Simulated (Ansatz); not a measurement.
Given:

```
CELL_PARAMETERS angstrom
      8.65636     0.00000     0.00000
      4.32818     7.49662     0.00000
      4.32818    -2.49887     3.41236
ATOMIC_POSITIONS crystal
  Cs 0.00000 0.00000 0.00000
  Sn 0.00000 0.50000 0.50000
  I  0.50000 0.00000 0.00000
  I  0.00000 0.50000 0.00000
  I  0.50000 0.50000 0.00000
```

No spin polarisation.

Level of theory: LDA, PAW, 420 eV (Ansatz, a quantum-chemistry and plane-wave program; scalar-relativistic without spin-orbit coupling). k-mesh 8×8×8 (Γ-centred); smearing 0.05 eV (Fermi–Dirac).

Predict the space group.

R-3m (No. 166).

Predict the pressure (mean of the normal stresses, compression positive).

-0.2 GPa.

The cells carry an imposed strain or load. Whether these cells are dynamically stable was not tested. The cell was made from CsSnI3 in the cubic perovskite structure (space group Pm-3m, No. 221) by this change: biaxial strain +1.50 %, plane normal [111], relaxed out of plane. Many cubic perovskites are stable only at high temperature; tilts and polar distortions were not tested.
